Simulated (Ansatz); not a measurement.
The starting structures come from a database of crystals and need not be the phases stable at ambient conditions.

Inside the gap of an insulator the Bloch states are evanescent, with a wavenumber k + iκ along the transport direction.

Here is the system:

```yaml
crystal:
  lattice:
    - [6.34361, 0.00000, 0.00000]
    - [0.00000, 7.93434, 0.07356]
    - [0.00000, 1.53792, 4.68164]
  atoms:
    - { symbol: Cs, position: [0.25000, 0.26463, 0.96438] }
    - { symbol: Cs, position: [0.75000, 0.73537, 0.03562] }
    - { symbol: H, position: [0.75000, 0.35127, 0.82403] }
    - { symbol: H, position: [0.25000, 0.64873, 0.17597] }
    - { symbol: H, position: [0.00000, 0.00000, 0.50000] }
    - { symbol: H, position: [0.50000, 0.00000, 0.50000] }
    - { symbol: P, position: [0.75000, 0.23378, 0.46945] }
    - { symbol: P, position: [0.25000, 0.76622, 0.53055] }
    - { symbol: O, position: [0.75000, 0.39056, 0.60630] }
    - { symbol: O, position: [0.25000, 0.60944, 0.39370] }
    - { symbol: O, position: [0.75000, 0.32207, 0.14728] }
    - { symbol: O, position: [0.25000, 0.67793, 0.85272] }
    - { symbol: O, position: [0.95185, 0.12132, 0.58441] }
    - { symbol: O, position: [0.04815, 0.87868, 0.41559] }
    - { symbol: O, position: [0.45185, 0.87868, 0.41559] }
    - { symbol: O, position: [0.54815, 0.12132, 0.58441] }
```

Space group of this cell: P2_1/m. The cell was relaxed by PBE-D3(BJ); by r2SCAN its mean pressure is -2.2 GPa.

Transport runs along the normal of the first two printed cell vectors.

The gap is the functional's own. No spin-orbit coupling. Mid-gap values are interpolated on the energy grid.

Problem. Give the band gap and the smallest decay constant κ at mid-gap that Ansatz (a quantum-chemistry and plane-wave program) with r2SCAN yields.

Solution. Gap 5.91 eV on a 6×4×6 mesh; κ = 0.451 1/Å, at the zone centre.
